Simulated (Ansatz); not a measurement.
The reference is MoSi$_{2}$ (space group Fddd, No. 70; a = 4.607 Å, b = 8.057 Å, c = 8.762 Å; a hypothetical phase, not in the database extracts checked). Axes: x, y, z lie along a, b, c of the conventional cell.

The values are results of PBE, PAW, 420 eV (Ansatz, a quantum-chemistry and plane-wave program; no spin-orbit coupling), not measurements.

For the base:

```
Quantity                        Result
-----------------------------  -------
Shortest interatomic distance  2.551 Å
```

Modification: compressive biaxial strain of 3.05 % in the plane normal to [001], as in epitaxy on a mismatched substrate; the out-of-plane cell vector and the atoms relax.

Question: Predict the new shortest interatomic distance and energy relative to the base.

Answer: The shortest interatomic distance grows by 0.029 Å (2.551 Å → 2.580 Å); the energy grows by 24 meV/atom.

Without a gap, meshes like the base's 13×13×13 leave anisotropic stresses uncertain by several tenths of a GPa, and small strain energies with them. Stability against distortions was not tested. All final runs are without spin polarisation.
